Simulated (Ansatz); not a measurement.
The parent structure is SiC in the zinc blende structure (space group F-43m, No. 216; a = 4.329 Å). Axes: x, y, z lie along the cube axes.

All numbers come from Ansatz (a quantum-chemistry and plane-wave program) LDA, without spin-orbit coupling.

Now apply this change: uniaxial strain ε_zz = −1.50 %, all other strain components held at zero; the atoms relax in the strained cell.

Question: Predict the stress tensor and what it implies for the stiffness.

Answer: Stress of the strained cell less that of the base (GPa, compression positive):
```
   2.28    0.00    0.00
   0.00    2.28    0.00
   0.00    0.00    6.10
```

Then −Δσ_ii/ε with ε = -0.0150 gives secant stiffness values (nonlinear terms included at this strain): C33 ≈ 407 GPa, C13 ≈ 152 GPa and C23 ≈ 152 GPa.

No phonon test of stability was made.
